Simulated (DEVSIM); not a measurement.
System: Schottky contact on n-type β-Ga2O3, at 300 K.

| layer (left to right) | material | thickness (μm) | Nd (cm⁻³) | τn (s) | τp (s) |
|---|---|---|---|---|---|
| 1 | β-Ga2O3 | 11.0 | 6.2e15 | 7.4e-8 | 7.4e-8 |
| 2 | β-Ga2O3 | 1.40 | 1.4e18 | 7.4e-8 | 7.4e-8 |

Left contact: Schottky, work function 4.95 eV, emission velocity 8.2e6 cm/s. Right contact: ohmic. Voltage is applied to the left contact. Recombination: SRH at mid-gap. Mobility is μmin + (μ − μmin)/(1 + (N/Nref)^α).

This is a model device: material constants are rounded textbook-type values typed into the input, and sizes, dopings and lifetimes were drawn at random. Values at 300 K. The table also holds parameters that only a changed run uses.

| parameter | β-Ga2O3 |
|---|---|
| gap (eV) | 4.8 |
| affinity (eV) | 4 |
| permittivity | 10 |
| Nc (cm⁻³) | 3.7e18 |
| Nv (cm⁻³) | 5e20 |
| μn (cm²/Vs) | 160 |
| μp (cm²/Vs) | 1 |
| μn,min | 20 |
| μp,min | 0.1 |
| Nref,n | 1e18 |
| Nref,p | 1e18 |
| αn | 0.8 |
| αp | 0.8 |
| Cn (cm⁶/s) | 1e-31 |
| Cp (cm⁶/s) | 1e-31 |

Simulated with DEVSIM: 1D drift-diffusion, Boltzmann statistics, complete ionisation; no tunnelling, impact ionisation, image-force lowering or self-heating. Metal contacts follow the ideal Schottky-Mott rule: no Fermi-level pinning, no interface dipoles.

Base results: dark forward voltage at 1 A/cm² (V) 0.595; potential step across the device at zero bias (V) 0.925.

Q: What follows from this one change: metal work function 4.95 → 4.9 eV?

A: dark forward voltage at 1 A/cm² 0.595 → 0.545 V; potential step across the device at zero bias 0.925 → 0.875 V.

Q: What follows from this one change: doping Nd of layer 1 6.2e+15 → 6.2e+14 cm^-3?

A: dark forward voltage at 1 A/cm² 0.595 → 0.692 V; potential step across the device at zero bias little changed (0.925 V).

Q: What follows from this one change: metal work function 4.95 → 5.1 eV?

A: dark forward voltage at 1 A/cm² 0.595 → 0.745 V; potential step across the device at zero bias 0.925 → 1.075 V.
